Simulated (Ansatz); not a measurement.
# SiC, response to strain

Start from SiC in the wurtzite structure (space group P6_3mc, No. 186).

```xyz
4
Lattice="3.0920 0.0000 0.0000 -1.5460 2.6777 0.0000 0.0000 0.0000 5.0743" Properties=species:S:1:pos:R:3 pbc="T T T"
Si     0.0000     1.7851     5.0721
Si     1.5460     0.8926     2.5350
C      0.0000     1.7851     1.9050
C      1.5460     0.8926     4.4421
```

Cartesian axes are those of the cell as printed.

Strains are applied to the cell and any free atomic positions relax.

Calculations: PBE in Ansatz (plane waves to 420 eV, PAW, no spin-orbit coupling).

Notes on the quantities. energy relative to the base: free energy F; pressure: mean of the normal stresses, compression positive.

```json
[
 {"case": "base", "band gap": "2.31 eV", "energy relative to the base": "0 meV/atom", "pressure": "0.00 GPa", "width of the top valence band": "3.84 eV"},
 {"case": "uniaxial strain ε_zz = −3.00 %", "band gap": "2.31 eV", "energy relative to the base": "+16 meV/atom", "pressure": "6.85 GPa", "width of the top valence band": "3.90 eV"},
 {"case": "uniaxial strain ε_zz = −2.40 %", "band gap": "2.33 eV", "energy relative to the base": "+10 meV/atom", "pressure": "5.40 GPa", "width of the top valence band": "3.86 eV"},
 {"case": "uniaxial strain ε_zz = −1.80 %", "band gap": "2.35 eV", "energy relative to the base": "+5.8 meV/atom", "pressure": "3.99 GPa", "width of the top valence band": "3.82 eV"},
 {"case": "uniaxial strain ε_zz = −0.60 %", "band gap": "2.34 eV", "energy relative to the base": "+0.6 meV/atom", "pressure": "1.29 GPa", "width of the top valence band": "3.82 eV"}
]
```

No phonon test of stability was made.

Ansatz is a first-principles code.
